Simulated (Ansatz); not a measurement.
Consider a periodic stack without vacuum, fluorite-type NiSi2 (0 0 1) on silicon (0 0 1) (film strained to the substrate, faces as cut): substrate slab Si24, film Ni8Si16, surface cells [[-2, 0], [-1, -1]] and [[-2, 0], [-1, -1]], film strained by +0.5 and +0.5 %, faces Si/Si and Si/Ni as cut (like faces can put a slab off its formula). Its start:

```
CELL_PARAMETERS angstrom
      7.73575     0.00000    -0.05616
      0.00000     3.86787    -0.04316
      3.00532    -0.00757    27.16550
ATOMIC_POSITIONS crystal
  Si 0.47549 0.91000 0.06152
  Si 0.97549 0.91000 0.06152
  Si 0.24318 0.04158 0.01436
  Si 0.74318 0.04158 0.01436
  Si 0.68663 0.42847 0.16178
  Si 0.18663 0.42847 0.16178
  Si 0.45511 0.41492 0.11137
  Si 0.95511 0.41492 0.11137
  Si 0.40082 0.94715 0.26240
  Si 0.90082 0.94715 0.26240
  Si 0.16875 0.93568 0.21207
  Si 0.66875 0.93568 0.21207
  Si 0.61772 0.46285 0.36321
  Si 0.11772 0.46285 0.36321
  Si 0.38492 0.45365 0.31283
  Si 0.88492 0.45365 0.31283
  Si 0.33717 0.97438 0.46418
  Si 0.83717 0.97437 0.46418
  Si 0.10322 0.96835 0.41364
  Si 0.60322 0.96836 0.41364
  Si 0.55902 0.49083 0.56378
  Si 0.05901 0.49082 0.56378
  Si 0.32574 0.47882 0.51451
  Si 0.82574 0.47882 0.51451
  Ni 0.08035 0.77498 0.78335
  Ni 0.58035 0.77498 0.78335
  Ni 0.34248 0.28653 0.68667
  Ni 0.84248 0.28653 0.68667
  Ni 0.00863 0.83002 0.97691
  Ni 0.50863 0.83002 0.97691
  Ni 0.29813 0.30368 0.87773
  Ni 0.79813 0.30369 0.87773
  Si 0.84500 0.77871 0.73576
  Si 0.34500 0.77871 0.73576
  Si 0.08143 0.27430 0.73508
  Si 0.58143 0.27430 0.73508
  Si 0.10816 0.14610 0.63374
  Si 0.60816 0.14610 0.63374
  Si 0.86145 0.76235 0.64044
  Si 0.36145 0.76235 0.64044
  Si 0.77658 0.81938 0.92913
  Si 0.27658 0.81937 0.92913
  Si 0.02746 0.33775 0.93083
  Si 0.52746 0.33775 0.93083
  Si 0.06365 0.28873 0.83286
  Si 0.56365 0.28872 0.83286
  Si 0.81168 0.80338 0.83123
  Si 0.31168 0.80338 0.83123
```

The start was prepared with a machine-learned potential, and the result is one local minimum, with the in-plane cell held and forces under 0.04 eV/Å; the film can end far from its bulk form.

Level of theory: PBE (plane waves to 420 eV, PAW; Ansatz, a quantum-chemistry and plane-wave program). Spin–orbit coupling is left out; the runs are not spin-polarised; PBE gaps are too small against experiment. Its k-point mesh 4×7×1, Fermi–Dirac width 0.05 eV.

Question: Predict the relaxed interface.

Answer: 
```
Quantity                                                                                                                  Value
--------------------------------------------------------------------------------  ---------------------------------------------
interface area                                                                                                          29.9 Å²
period                                                                                                                  27.22 Å
gaps between the outermost planes at the two interfaces                                                         1.62 and 1.21 Å
Ni–Si contacts across the interfaces within 1.22 times the sum of covalent radii                                 6, mean 2.35 Å
Si–Si contacts across the interfaces within 1.22 times the sum of covalent radii                                 6, mean 2.53 Å
estimate of the barrier                                                           withheld, since the two interfaces are unlike
```
